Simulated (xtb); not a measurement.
xtb 6.7.1, GFN1-xTB: Au(Me)2(hfac) ([CH3][Au]1([CH3])[O]C(=CC(=[O]->1)C(F)(F)F)C(F)(F)F), 23 atoms. The geometry is a generated start, not checked to be a minimum at this level.

```yaml
method: GFN1-xTB
"--acc": 1 (default)
"--etemp (K)": 300 (default)
detailed input (--input): "none: ANC optimiser, Lindh (1995) Hessian, microcycle=20, maxdispl=1.0, hlow=0.01 (default)"
basis_functions: 84
valence_electrons: 100
```

```xyz
23

Au     1.4682    -0.3901     0.1320
C      2.5063    -2.0852     0.3475
H      2.7330    -2.2576     1.3928
H      3.4300    -2.0976    -0.2145
H      1.8666    -2.8859    -0.0054
C      3.2195     0.5651     0.2392
H      3.8026     0.2647     1.0988
H      2.9916     1.6205     0.3184
H      3.8090     0.4035    -0.6534
F     -0.8238     3.5683    -1.3768
C     -1.4515     2.9358    -0.3827
F     -2.7600     2.9891    -0.6494
F     -1.2542     3.6510     0.7320
C     -0.9100     1.4970    -0.2116
C     -1.8549     0.4759    -0.1809
C     -1.5329    -0.8748    -0.0533
C     -2.7628    -1.8144    -0.0492
F     -2.4270    -3.0886     0.1179
F     -3.6179    -1.4916     0.9318
F     -3.4432    -1.7237    -1.2005
O     -0.4252    -1.4337     0.0460
O      0.3334     1.4383    -0.1118
H     -2.8969     0.7340    -0.2667
```

Charge 0 and multiplicity 1 are set for this test and not shown to be the ground state.

The structure is relaxed from this start with --opt LEVEL for the levels crude, sloppy, loose, lax, normal, tight, vtight, extreme, once each. Up to the end of the extreme run atoms move by at most 1.0 Å along an axis.

**Question.** What is the loosest level that ends within 1 meV of the extreme run, and how many cycles does it take?

**Answer.** tight: 68 cycles against 72, ending 0.0045 meV above.

| level | cycles | energy above the extreme run (meV) | gradient norm (eV/Å) |
|---|---|---|---|
| crude | 3 | 19 | 0.21 |
| sloppy | 4 | 18 | 0.22 |
| loose | 6 | 16 | 0.033 |
| lax | 6 | 16 | 0.033 |
| normal | 49 | 1.9 | 0.022 |
| tight | 68 | under 0.01 | 0.0067 |
| vtight | 71 | under 0.01 | 0.0043 |
| extreme | 72 | — | 0.0013 |
